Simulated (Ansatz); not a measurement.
Take As in the A7 type structure (space group R-3m, No. 166; layered) as the base.

```xyz
2
Lattice="1.8805 1.0857 3.5778 -1.8805 1.0857 3.5778 0.0000 -2.1714 3.5778" Properties=species:S:1:pos:R:3 pbc="T T T"
As     0.0000     0.0000     2.4258
As     0.0000     0.0000     8.3078
```

Calculations: r2SCAN+rVV10 (Ansatz, a first-principles code; PAW; 500 eV plane waves; scalar-relativistic without spin-orbit coupling).

For the base:

The lattice parameter a is 376.1 pm and the c/a ratio comes out as 2.854.

The change: full substitution As → P, then cell and atoms are relaxed.

Problem. Estimate the effect on the lattice parameter a and c/a ratio.

Solution. The lattice parameter a drops by 30.2 pm, from 376.1 pm to 345.9 pm; the c/a ratio decreases by 0.211 to 2.643.

Whether these cells are dynamically stable was not tested. For P in this form, whether it has been made was not checked. This is not the structure that P has at room temperature and ambient pressure.
